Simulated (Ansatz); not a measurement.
TiAs (P6₃/mmc, No. 194) was calculated with r²SCAN-D4 in Ansatz (plane waves, PAW).

Run with plane-wave cutoff 560 eV, 18×18×6 k mesh (along the axes of the cell as run), Fermi–Dirac smearing 0.05 eV, no spin polarisation, scalar-relativistic PAW data made under PBE.

Computed at the level's own relaxed cell.

### Question
Give the computed lattice constant a, bulk modulus, pressure derivative B′ of the bulk modulus, lattice parameter c and volume per atom.

### Answer

lattice constant a: 3.630 Å
bulk modulus: 129 GPa
pressure derivative B′ of the bulk modulus: 4.2
lattice parameter c: 12.010 Å
volume per atom: 17.13 Å³/atom

The run finds no gap.

Note: the bulk modulus comes from volumes at which shape and atoms were relaxed.

The computed numbers hold no vibrational or temperature effects.

Ansatz is an electronic-structure program.
